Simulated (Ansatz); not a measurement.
Base system: YN in the rock salt structure (space group Fm-3m, No. 225).

```
CELL_PARAMETERS angstrom
      0.00000     2.45292     2.45292
      2.45292     0.00000     2.45292
      2.45292     2.45292     0.00000
ATOMIC_POSITIONS crystal
  N  0.00000 0.00000 0.00000
  Y  0.50000 0.50000 0.50000
```

The other end (x = 1) is YB in the rock salt structure (space group Fm-3m, No. 225; a hypothetical phase, not in the database extracts checked): 19.13 Å³/atom, gap zero; this end may not be an ambient phase.

Computed with Kohn–Sham DFT with the PBE functional, run in Ansatz (a first-principles code) with PAW and 420 eV plane waves, no spin-orbit coupling.

B replaces a fraction x of N; each row is one arrangement (x, atoms in the cell, starting space group or random), fully relaxed.

One change was made to it. Results:

| quantity | base | after |
|---|---|---|
| band gap | 0.21 eV | zero |
| volume per atom | 14.76 Å³ | 16.66 Å³ |
| mixing energy (to 0.01 eV only: unlike meshes or grids) (against an end that may be hypothetical) | – | +0.04 eV/atom |

Q: Which of these changes matches the shifts?
A. x(B) = 0.75, 8 atoms, I4/mmm
B. x(B) = 0.25, 8 atoms, Pmmm
C. x(B) = 0.5, 8 atoms, I4_1/amd
D. x(B) = 0.5, 8 atoms, C2/m

A: C, x(B) = 0.5, 8 atoms, I4_1/amd. For comparison, the volume per atom in the other runs: x(B) = 0.25, 8 atoms, Pmmm gives 15.68 Å³; x(B) = 0.75, 8 atoms, I4/mmm gives 17.89 Å³; x(B) = 0.5, 8 atoms, C2/m gives 16.90 Å³.

Each cell is one ordered arrangement of few atoms, which overstates ordering effects compared with a random alloy. Whether these cells are dynamically stable was not tested. All final runs are without spin polarisation. YB has a high density of states at the Fermi level and may be magnetic at this level. Under x(B) = 0.5, 8 atoms, C2/m the cell changed shape so far that it is another structure. A zero or small gap of YN can be the functional's error rather than a property of the material.
